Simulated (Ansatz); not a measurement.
## A computed series for Au: element substitutions

The parent structure is Au in the fcc (Cu type) structure (space group Fm-3m, No. 225; a = 4.083 Å).

Each row replaces one element on all its sites; cell and atoms are relaxed.

Levels (all Ansatz, a program for electronic structure, PAW): PBEsol (420 eV, no SOC); r2SCAN (500 eV, no spin-orbit coupling).

Pressures by level, all at the geometries relaxed with PBEsol:

```tsv
case	PBEsol	r2SCAN
base	0.0 GPa	5.1 GPa
Au → Cu	0.0 GPa	1.8 GPa
Au → Pt	0.0 GPa	4.8 GPa
Au → As	0.0 GPa	3.1 GPa
```

Single points use the geometry relaxed with PBEsol. Their cutoffs differ, which shifts pressures a little. Whether these cells are dynamically stable was not tested. As relaxed here, As is a hypothetical phase, not in the database extracts checked. The final runs are not spin-polarised.
